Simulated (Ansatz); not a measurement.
**Mg2Ge: isotropic strain +1.50 %**

Base system: Mg2Ge in the anti-fluorite structure (space group Fm-3m, No. 225; a = 6.421 Å).

Now apply this change: every lattice vector is stretched by 1.50 %; the atoms relax in the strained cell.

The values are results of PBE (Ansatz, a first-principles code; PAW; 420 eV plane waves; without spin-orbit coupling), not measurements. k-mesh 9×9×9 (Γ-centred); smearing 0.05 eV (Fermi–Dirac).

- Volume per atom: 23.07 Å³ (base 22.06 Å³)
- Space group: Fm-3m (No. 225) (base Fm-3m (No. 225))
- Shortest interatomic distance: 2.822 Å (base 2.780 Å)
- Energy relative to the base (free energy F): +6.6 meV/atom
- Pressure: -20.2 kbar (base 0.0 kbar)
- Band gap: 0.20 eV (base 0.17 eV)
- Gap character: indirect, Γ → X (base indirect, Γ → X)
- Mean gap deformation potential ΔEg/Δln V: +0.8 eV
- Width of the top valence band: 2.56 eV (base 2.65 eV)
- Electron mass: 0.55 mₑ along k, 0.19 mₑ across (at X) (base 0.55 mₑ along k, 0.19 mₑ across (at X))
- Hole mass (degenerate bands, along [100]): 0.055, 0.34, 0.34 mₑ (at Γ) (base 0.071, 0.35, 0.35 mₑ (at Γ))
- Valley order (the lowest conduction-band minima on the path, energy above the VBM, named in the base's zone): X along ⟨100⟩ 0.20 eV; Γ 0.70 eV; L along ⟨111⟩ 0.76 eV (base X along ⟨100⟩ 0.17 eV; L along ⟨111⟩ 0.94 eV; Γ 0.95 eV)

Final structure:

```yaml
crystal:
  lattice:
    - [0.00000, 3.25878, 3.25878]
    - [3.25878, 0.00000, 3.25878]
    - [3.25878, 3.25878, 0.00000]
  atoms:
    - { symbol: Mg, position: [0.25000, 0.25000, 0.25000] }
    - { symbol: Mg, position: [0.75000, 0.75000, 0.75000] }
    - { symbol: Ge, position: [0.00000, 0.00000, 0.00000] }
```

Masses are band curvatures over ±0.01 Å⁻¹ around the edge. Along k means along the line from Γ to the band edge. Stability against distortions was not tested. The zero or small gap of Mg2Ge can change with the level of theory.
